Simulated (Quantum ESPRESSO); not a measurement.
Checking a run of Quantum ESPRESSO on FeGe (P2_13, 8 atoms in the cell). The aim is a self-consistent single point with DFT, PBEsol, plane waves, PSlibrary PAW (PBE) pseudopotentials.

Input:

```fortran
&control
  calculation = 'scf'
  prefix = 'scf'
  outdir = './work'
  pseudo_dir = './'
  tprnfor = .true.
  tstress = .true.
/
&system
  ibrav = 1
  celldm(1) = 9.0452629126
  nat = 8
  ntyp = 2
  ecutwfc = 55
  ecutrho = 330
  occupations = 'smearing'
  smearing = 'gauss'
  degauss = 0.272
  nspin = 2
  starting_magnetization(1) = 0.500
  input_dft = 'pbesol'
/
&electrons
  conv_thr = 1.0d-10
  mixing_beta = 0.3
/
ATOMIC_SPECIES
Fe    55.8450  Fe.pbe-n-kjpaw_psl.1.0.0.UPF
Ge    72.6300  Ge.pbe-n-kjpaw_psl.1.0.0.UPF
ATOMIC_POSITIONS crystal
Fe    0.1347600000    0.1347600000    0.1347600000
Fe    0.3652400000    0.8652400000    0.6347600000
Fe    0.6347600000    0.3652400000    0.8652400000
Fe    0.8652400000    0.6347600000    0.3652400000
Ge    0.8449700000    0.8449700000    0.8449700000
Ge    0.6550300000    0.1550300000    0.3449700000
Ge    0.3449700000    0.6550300000    0.1550300000
Ge    0.1550300000    0.3449700000    0.6550300000
K_POINTS automatic
3 3 3  0 0 0
```

Output, abridged:

```
     file Fe.pbe-n-kjpaw_psl.1.0.0.UPF: wavefunction(s)  4S 4P 3D renormalized
     G-vector sticks info
     --------------------
     sticks:   dense  smooth     PW     G-vecs:    dense   smooth      PW
     Sum        2145    1433    401                74773    40651    6031

   [... lines left out ...]
         3        Fe     tau(   3) = (   0.6347600   0.3652400   0.8652400  )
         4        Fe     tau(   4) = (   0.8652400   0.6347600   0.3652400  )
         5        Ge     tau(   5) = (   0.8449700   0.8449700   0.8449700  )
         6        Ge     tau(   6) = (   0.6550300   0.1550300   0.3449700  )
         7        Ge     tau(   7) = (   0.3449700   0.6550300   0.1550300  )
         8        Ge     tau(   8) = (   0.1550300   0.3449700   0.6550300  )

     number of k points=     4  Gaussian smearing, width (Ry)=  0.2720
                       cart. coord. in units 2pi/alat
        k(    1) = (   0.0000000   0.0000000   0.0000000), wk =   0.0370370
        k(    2) = (   0.0000000   0.0000000   0.3333333), wk =   0.2222222
        k(    3) = (   0.0000000   0.3333333   0.3333333), wk =   0.4444444
        k(    4) = (   0.3333333   0.3333333   0.3333333), wk =   0.2962963

     Dense  grid:    74773 G-vectors     FFT dimensions: (  54,  54,  54)

     Smooth grid:    40651 G-vectors     FFT dimensions: (  48,  48,  48)

     Initial potential from superposition of free atoms

     starting charge      47.9949, renormalised to      48.0000
     Self-consistent Calculation

     iteration #  1     ecut=    55.00 Ry     beta= 0.30

     Threshold (ethr) on eigenvalues was too large:
     Diagonalizing with lowered threshold

     total energy              =   -1203.31123261 Ry
     estimated scf accuracy    <       0.36855018 Ry

     total magnetization       =     5.19 Bohr mag/cell
     absolute magnetization    =     6.23 Bohr mag/cell

     iteration #  2     ecut=    55.00 Ry     beta= 0.30

     total energy              =   -1203.46918074 Ry
     estimated scf accuracy    <       0.23417896 Ry

   [... lines left out ...]

     iteration # 22     ecut=    55.00 Ry     beta= 0.30

     Magnetic moment per site  (integrated on atomic sphere of radius R)
     atom   1 (R=0.207)  charge=  6.3100  magn=  0.0000
     atom   2 (R=0.207)  charge=  6.3100  magn=  0.0000
     atom   3 (R=0.207)  charge=  6.3100  magn=  0.0000
     atom   4 (R=0.207)  charge=  6.3100  magn=  0.0000
     atom   5 (R=0.207)  charge=  1.8231  magn= -0.0000
     atom   6 (R=0.207)  charge=  1.8231  magn= -0.0000
     atom   7 (R=0.207)  charge=  1.8231  magn= -0.0000
     atom   8 (R=0.207)  charge=  1.8231  magn= -0.0000
     End of self-consistent calculation

     the Fermi energy is    12.1560 ev

!    total energy              =   -1203.60351907 Ry
     estimated scf accuracy    <          1.0E-12 Ry
     smearing contrib. (-TS)   =      -2.27658036 Ry
     internal energy E=F+TS    =   -1201.32693871 Ry

     total magnetization       =     0.00 Bohr mag/cell
     absolute magnetization    =     0.00 Bohr mag/cell

     convergence has been achieved in  22 iterations

     Forces acting on atoms (cartesian axes, Ry/au):

     atom    1 type  1   force =     0.01278724    0.01278724    0.01278724
     atom    2 type  1   force =    -0.01278724   -0.01278724    0.01278724
     atom    3 type  1   force =     0.01278724   -0.01278724   -0.01278724
   [... lines left out ...]

     Total force =     0.047410     Total SCF correction =     0.000001

          total   stress  (Ry/bohr**3)                   (kbar)     P=       40.27
   0.00027378   0.00000000   0.00000000           40.27        0.00        0.00
   0.00000000   0.00027378   0.00000000            0.00       40.27        0.00
   0.00000000   0.00000000   0.00027378            0.00        0.00       40.27

   JOB DONE.
```

**Question.** Is this run sound? If not, what is wrong?

**Answer.** The run is not sound. The fault is an energy in the wrong unit. A bare number is read in the key's own unit, and eV, Ry (13.6 eV) and Ha (27.2 eV) lie far apart, so the setting ends up far from the one that was meant. To fix it, convert the value to the unit that the key expects. The run converged in 22 iterations without an error; against the sound input the free energy falls by 2.54 eV/atom, the pressure goes from -15.30 to 4.03 GPa, the largest force goes from 0.313 to 0.569 eV/Å and the size of the net moment goes from 0.62 to 0.00 μB/atom. The full log also holds: “c_bands:  1 eigenvalues not converged” and “c_bands:  2 eigenvalues not converged”.

An input that runs soundly differs in these lines (not the only fix; some lines may just follow from the change or write a value another way):
```diff
-  degauss = 0.272
+  degauss = 0.019992
```

With that input, the run converged in 22 iterations: free energy E − TS -16355.5400 eV; Fermi level (on the code's own zero) 11.03 eV; pressure -15.30 GPa; largest force (vector length) 0.313 eV/Å; size of the cell's spin moment 5.00 μB (DFT, PBEsol, plane waves, PSlibrary PAW (PBE) pseudopotentials).

On the sound input: the starting cell comes from a database of computed structures (which also holds hypothetical and non-ambient phases and stackings), without a prior relaxation at this level. Its lattice was rescaled by a random factor within 2.5 % of one. The magnetic order is the one reached from the typed start; others were not searched systematically. With a pressure of about -15 GPa the cell is away from its equilibrium volume at this level. Without a gap this mesh is coarse (it stands for a supercell whose shortest vector is 14 Å).
